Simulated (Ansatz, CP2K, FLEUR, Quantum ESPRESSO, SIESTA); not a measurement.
**One structure in several programs: CrBW (P1, 6 atoms in the cell)**

Self-consistent single point, at a second geometry (atoms moved at random). First geometry:

```
CrBW
1.0
    0.00000     3.79225     3.84467
    2.29214     0.00000     3.84467
    2.29214     3.79225     0.00000
Cr B W
2 2 2
Direct
  0.32893   0.67107   0.32893
  0.67107   0.32893   0.67107
  0.75000   0.75000   0.75000
  0.25000   0.25000   0.25000
  0.16570   0.16570   0.83430
  0.83430   0.83430   0.16570
```

Second geometry:
```xyz
6
Lattice="0.0000 3.7923 3.8447 2.2921 0.0000 3.8447 2.2921 3.7923 0.0000" Properties=species:S:1:pos:R:3 pbc="T T T"
Cr     2.2690     2.5677     3.8636
Cr     2.2861     5.0725     3.8074
B      3.4327     5.7367     5.7867
B      1.1282     1.8306     1.9314
W      2.2855     3.7937     1.2484
W      2.3514     3.7523     6.4305
```

Shared settings, as Ansatz (a quantum-chemistry and plane-wave program) writes them: kpoints.mp_grid.grid = 6 6 6; scf.occupations.method = fermi_dirac; scf.occupations.width = 0.1 eV. Potentials and cutoffs stand in the table.

| code | model | ΔF from the first geometry (meV/atom) | pressure (GPa) | largest force (eV/Å) | cutoff |
|---|---|---|---|---|---|
| FLEUR | LDA (Vosko-Wilk-Nusair), all-electron FLAPW (FLEUR), scalar-relativistic valence | 31.1 | – | 1.495 | Kmax 4 1/bohr |
| CP2K | LDA (Pade form), GPW, DZVP-MOLOPT-SR-GTH basis, GTH-PADE potentials (GTH_POTENTIALS) | 31.5 | -31.23 | 1.759 | grid 600 Ry |
| SIESTA | LDA PW92, numerical atomic orbitals DZP, PseudoDojo LDA standard norm-conserving potentials (rewritten from UPF to PSML) | 29.4 | -15.62 | 1.531 | grid 400 Ry |
| Ansatz | LDA (PW92), PAW files made with PBE | 30.7 | -14.04 | 1.481 | default |
| Quantum ESPRESSO | LDA (PZ), GBRV 1.5 ultrasoft (LDA) pseudopotentials | 30.8 | -13.57 | 1.495 | 50 Ry |

Size of the force on each atom (eV/Å): Sizes of forces hide their directions.

```
code                Cr1    Cr2     B3     B4     W5     W6
----------------  -----  -----  -----  -----  -----  -----
FLEUR             1.130  0.679  0.751  0.796  0.798  1.495
CP2K              1.090  0.660  0.530  0.603  1.342  1.759
SIESTA            1.097  0.653  0.709  0.761  0.765  1.531
Ansatz            1.131  0.675  0.725  0.776  0.825  1.481
Quantum ESPRESSO  1.129  0.675  0.731  0.781  0.832  1.495
```

A dash marks a value that a program does not give, or that is left out as unsure.

On Ansatz's run: spin-orbit coupling is off. Spin polarisation is off.

The spread over the programs that give each value: ΔF from the first geometry within 2.1 meV/atom; pressure within 17.66 GPa; largest force within 0.278 eV/Å.

CP2K and SIESTA use small atom-centred bases, whose incompleteness enters pressures, forces and empty levels differently from a plane-wave cutoff. FLEUR treats all electrons, but the usual bases taken here (sphere radii, linearisation, local orbitals, empty states) were not tested for convergence, so the values are no reference for the others. Ansatz's pressure is given at a fixed set of plane waves, as the other plane-wave codes print theirs; with its correction for the finite basis it is -13.94 GPa. The same LDA comes in different parametrisations, which differ slightly. In the pressure, CP2K (by 17.43) and SIESTA (by 1.81) lie more than 1 GPa from the median of the plane-wave programs. In the force vectors, CP2K (by 0.539) and SIESTA (by 0.112) lie more than 0.08 eV/Å from the median of the plane-wave programs.

The starting cell comes from a database of computed structures (which also holds hypothetical and non-ambient phases and stackings), without a prior relaxation at this level. For this run, on top of that: atoms moved at random.

Keys are those of Ansatz 0.2.
